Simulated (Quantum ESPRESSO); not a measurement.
## Sensitivity of a calculation on CrAgSe₂ (R3m, 4 atoms in the cell) to its settings

```
CELL_PARAMETERS angstrom
      1.86754     1.07822     7.01745
     -1.86754     1.07822     7.01745
      0.00000    -2.15645     7.01745
ATOMIC_POSITIONS crystal
  Cr 0.00012 0.00012 0.00012
  Ag 0.84918 0.84918 0.84918
  Se 0.72911 0.72911 0.72911
  Se 0.26580 0.26580 0.26580
```
Moments meant for the start (each program seeds them in its own way; μB, in the order of the atoms Cr Ag Se Se): 3.0 0.0 0.0 0.0.

Base run A: PBEsol, GBRV 1.5 ultrasoft (PBESOL) pseudopotentials (Quantum ESPRESSO), self-consistent single point.

Its settings: ecutwfc = 50 Ry; ecutrho = 400 Ry; occupations = smearing; smearing = gauss; degauss = 0.0036749 Ry; nspin = 2; K_POINTS = automatic 4 4 4 0 0 0; conv_thr = 1e-09 Ry; mixing_beta = 0.3.

The starting cell comes from a database of computed structures (which also holds hypothetical and non-ambient phases and stackings), without a prior relaxation at this level. With one magnetic atom in the cell only a parallel order is possible. In the base run, with a pressure of about -3 GPa the cell is away from its equilibrium volume at this level.

ΔF is the free energy per atom less that of run A. A dash stands where there is no value to compare (another energy zero or no entropy term, no result, no spin, no clean gap, or a mesh too coarse for one). Total energies depend on the potentials, the functional and any Hubbard or dispersion term, so they are compared only between runs that share all of them.

Runs:
- B: HUBBARD: default → ortho-atomic; U Cr-3d 7 eV [PBEsol+U]
- C: nbnd: default → 25
- D: parallel starting moments (0.75 0 0 0 μB)
- E: tqr: default → true
- F: conv_thr: 1e-09 Ry → 1e-05 Ry
- G: mixing_beta: 0.3 → 0.2; mixing_mode: default → plain

```tsv
run	ΔF (meV/atom)	pressure (GPa)	largest force (eV/Å)	size of the net moment (μB/atom)
A	0.00	-3.34	0.213	0.75
B	–	2.04	0.766	0.76
C	0.00	-3.34	0.213	0.75
D	319.8	-8.33	0.547	0.00
E	0.14	-3.34	0.215	0.75
F	0.01	-3.30	0.213	0.75
G	0.00	-3.33	0.213	0.75
```

Run C against A: The free energy is nearly the same (within 1 meV/atom), the pressure stays at -3.34 GPa, the largest force stays at 0.213 eV/Å, the gap on the mesh stays at 0.293 eV and the size of the net moment stays at 0.75 μB/atom.

Run B against A: The pressure goes from -3.34 to 2.04 GPa, the largest force goes from 0.213 to 0.766 eV/Å and the size of the net moment moves little (0.75 to 0.76 μB/atom).

Run D against A: The free energy rises by 320 meV/atom, the pressure goes from -3.34 to -8.33 GPa, the largest force goes from 0.213 to 0.547 eV/Å and the size of the net moment goes from 0.75 to 0.00 μB/atom.

Runs D lost their moments and ended non-magnetic.
